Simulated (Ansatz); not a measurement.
**V in the bcc (W type) structure (space group Im-3m, No. 229)**

```xyz
1
Lattice="-1.4986 1.4986 1.4986 1.4986 -1.4986 1.4986 1.4986 1.4986 -1.4986" Properties=species:S:1:pos:R:3 pbc="T T T"
V      0.0000     0.0000     0.0000
```

Calculations: PBE (Ansatz, a first-principles code; PAW; 420 eV plane waves; spin-orbit coupling left out). k-mesh 22×22×22 (Γ-centred); smearing 0.05 eV (Fermi–Dirac).

| Item | Value |
|---|---|
| Volume per atom | 13.46 Å³ |
| Density | 6.28 g/cm³ |
| Band gap | zero |
| Total energy | -2912.410 eV/atom (σ→0; compares only within this code and set-up) |

Whether these cells are dynamically stable was not tested. Starting moments died away, wholly or in part, for the base; another magnetic solution may exist. The final runs are not spin-polarised.
